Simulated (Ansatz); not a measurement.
Take Ge (space group Im-3m, No. 229; a = 7.0054 Å; a model cell, its experimental status unchecked) as the base. Axes: x, y, z lie along the cube axes.

Calculations: PBEsol, PAW, 420 eV (Ansatz, a program for electronic structure; scalar-relativistic without spin-orbit coupling).

For the base:

```
Property            Value
---------------  --------
Volume per atom  28.65 Å³
```

The change: tensile biaxial strain of 0.99 % in the plane normal to [001], as in epitaxy on a mismatched substrate; the out-of-plane cell vector and the atoms relax.

**Question.** Predict the new energy relative to the base.

**Answer.** The energy goes up by 1.7 meV/atom.

**Question.** Predict the new volume per atom.

**Answer.** The volume per atom rises by 0.38 Å³, from 28.65 Å³ to 29.03 Å³.

Whether these cells are dynamically stable was not tested. This is not the structure that Ge has at room temperature and ambient pressure.
